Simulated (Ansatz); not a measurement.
**Rb in the bcc (W type) structure (space group Im-3m, No. 229)**

Rb is taken in the cubic space group Im-3m (No. 229), the bcc (W type) structure, Pearson symbol cI2. Lattice parameters: a = 5.5713 Å, b = 5.5713 Å, c = 5.5713 Å, α = 90.00°, β = 90.00°, γ = 90.00°. Rb on 2a is coordinated by 8 Rb at 4.825 Å and 6 Rb at 5.571 Å. (Neighbours: up to the widest gap in distance over summed covalent radii, below 1.35, at either atom.)
(The calculation used a cell of 1 atom; values per cell refer to that cell.)

All numbers come from PBEsol (Ansatz, an electronic-structure program; PAW; 420 eV plane waves; without spin-orbit coupling). k-mesh 12×12×12 (Γ-centred); smearing 0.05 eV (Fermi–Dirac).

```json
{
  "volume_per_atom": "86.46 Å³",
  "density": "1.64 g/cm³",
  "band_gap": "zero",
  "total_energy": "-3216.991 eV/atom (σ→0; compares only within this code and set-up)"
}
```

Stability against distortions was not tested. All final runs are without spin polarisation.
